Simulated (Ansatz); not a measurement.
Band structure of WS₂ (P-6m2, 3 atoms in the cell).

```
WS2
1.0
    3.15391     0.00000     0.00000
   -1.57696     2.73137     0.00000
    0.00000     0.00000    16.79294
W S
1 2
Direct
  0.00000   0.00000   0.00000
  0.33333   0.66667   0.90800
  0.33333   0.66667   0.09200
```

Method of the run: LDA (PW92), PAW files made with PBE (plane waves; Ansatz, an electronic-structure program).

Settings: kpoints.mp_grid.grid = 6 6 1; hamiltonian.xc = lda; hamiltonian.pseudopotentials = {kind: paw} (an earlier, softer set of the program's PAW files); scf.occupations.method = fixed; kpoints.band_path.npoints = 8.

The starting cell comes from a database of computed structures (which also holds hypothetical and non-ambient phases and stackings), without a prior relaxation at this level. Its lattice was rescaled by a random factor within 2.5 % of one. Spin-orbit coupling is off.

Q: Predict the gap along the standard path and the places of the band edges.

A: The gap along the path is 1.84 eV, direct at H to within 0.01 eV.

Levels in eV from the top of the valence band on the path, bands 10 to 16:
```
point     10     11     12     13    14    15    16
-----  -----  -----  -----  -----  ----  ----  ----
Γ      -2.06  -1.65  -1.65   0.00  3.00  3.00  3.24
M      -3.49  -2.04  -1.21  -0.88  2.94  3.42  4.11
K      -3.85  -3.23  -2.28   0.00  1.84  3.41  4.23
A      -2.06  -1.65  -1.65   0.00  3.00  3.00  3.24
L      -3.49  -2.04  -1.21  -0.88  2.94  3.42  4.11
H      -3.85  -3.23  -2.28   0.00  1.84  3.41  4.23
```

Keys are those of Ansatz 0.2.
